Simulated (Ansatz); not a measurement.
An ideal cubic perovskite cell is held by its symmetry; such compounds can tilt or shift off centre at room temperature.

 Where the default PAW files enter, the runs use the earlier of Ansatz's two default sets.

```
CsPbBr3
1.0
    5.94863     0.00000     0.00000
    0.00000     8.41263     0.00000
    0.00000     4.20632     4.20632
Cs Pb Br
1 1 3
Direct
  0.00000   0.00000   0.00000
  0.50000   0.50000   0.00000
  0.00000   0.50000   0.00000
  0.50000   0.00000   0.50000
  0.50000   0.50000   0.50000
```

Space group of this cell: Pm-3m, cubic perovskite. The cell is taken as given.

Computed with r2SCAN (plane waves, PAW; Ansatz, an electronic-structure program).

The current runs along the normal of the first two printed vectors; no spin-orbit coupling. Scaled by the factor s: the length along the current (ions clamped). The meshes follow the cell: 6×8×8 and 6×4 across at s = 0.97, 8×8×8 and 6×4 across at s = 1.00, 6×8×8 and 6×4 across at s = 1.03.

```tsv
s	mean pressure (GPa)	band gap (eV)
0.97	0.6	1.87
1.00	-0.1	2.07
1.03	-0.7	?
```

Q: Take the slope of the band gap against ln s from the two given rows, extrapolate to s = 1.03, and say what the run there gives.

A: Slope = (1.87 − 2.07) / ln 0.97 = 6.57 eV. The line gives 2.07 + (6.57) × ln 1.03 = 2.26 eV. The run gives 2.10 eV, 0.16 eV under the line, 85 % of the predicted step.
